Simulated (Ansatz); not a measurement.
**Phonon-limited transport in MoP (P-6m2)**

Here is the system:

```xyz
2
Lattice="3.2412 0.0000 0.0000 -1.6206 2.8070 0.0000 0.0000 0.0000 3.1941" Properties=species:S:1:pos:R:3 pbc="T T T"
Mo     0.0000     0.0000     0.0000
P      0.0000     1.8713     1.5971
```

All values below come from PBE, DFPT electron-phonon coupling, linearised Boltzmann equation (plane waves, PAW, scalar-relativistic; Ansatz, a program for electronic structure). Condition of this run: functional PBE, cell relaxed with it. Cell: relaxed with this functional, without spin-orbit coupling.

```yaml
resistivity at 300 K: 12.5 (x), 12.5 (y), 9.1 (z) μΩ·cm
resistivity at 77 K: 0.84 (x), 0.84 (y), 0.58 (z) μΩ·cm
electron mean free path at 300 K (weighted by the current that each state carries): 10.5 nm
electron-phonon coupling λ: 0.27
transport coupling λ_tr: 0.31 (x), 0.31 (y), 0.33 (z)
logarithmic_mean_phonon_energy: 28 meV
density of states at the Fermi level: 0.40 states/(eV·spin·cell)
drude_plasma_energy: 5.1 (x), 5.1 (y), 5.9 (z) eV
Tc for μ* = 0.10 (anisotropic Eliashberg): below 1 K
Tc for μ* = 0.13 (anisotropic Eliashberg): below 1 K
```

A metal at this level (no band gap). Only scattering by harmonic phonons is included (no impurities, grain boundaries, electron-electron scattering or thermal expansion). Spin-orbit coupling is left out. The run warned that the eigensolver left some states short of its tolerance. Halving the electron mesh (28x28x28) moves the resistivity by up to 4 % at 300 K, the mean free path by up to 5 %, the coupling by up to 2 %. Smearing 0.20 eV; phonons on a 5x5x4 q mesh, which this run doesn't test and which matters most at low temperature. Tc comes from the anisotropic Migdal-Eliashberg equations with μ*, a chosen number, referred to 33 meV.

Formula and space group known from diffraction (Crystallography Open Database), not checked to be the room-temperature form: MoP (P-6m2).
